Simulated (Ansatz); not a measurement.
**CF2 on the 1x1 (111) surface of fcc Ir, one in a 2x2 cell, started at the site 'hollow Ir-Ir-Ir over Ir at depth 2.2 Å'**

Calculation: PBE (plane waves to 420 eV, PAW; Ansatz, a first-principles code).

Slab: 19 atoms, 6.6 Å thick at the start under the adsorbate (thin: gaps and levels are the slab's own); k 6x6x1, smearing 0.1 eV, dipole-corrected; 8 atoms held, the rest relaxed; symmetry of the start imposed; no spin, no spin-orbit, no U, no dispersion correction. At the end it is bonded to Ir. In PBE it is, or lies within 0.03 eV of, the lowest of the starts that converged.

| Quantity | Value |
|---|---|
| adsorption energy against CF4(g) − F2(g) | 5.12 eV |
| work function of the top face | 4.96 eV |
| change of the work function | -0.52 eV |
| change of the step from the bottom to the top vacuum level, against the clean slab | -0.53 eV |
| energy released by relaxation | 1.54 eV |
| height of the binding atom over the mean of the host atoms within 0.3 Å of the top one | 2.086 Å |
| nearest host atoms of the binding atom | Ir at 1.87 Å, Ir at 3.48 Å, Ir at 3.48 Å |
| largest move of a host atom | 0.27 Å |
| note | in the relaxation the adsorbate left its starting site by 1.6 Å |
| cost | about 30 core-minutes (a rough figure) |

A negative adsorption energy means that the adsorbate is more stable on the surface than in its reference.
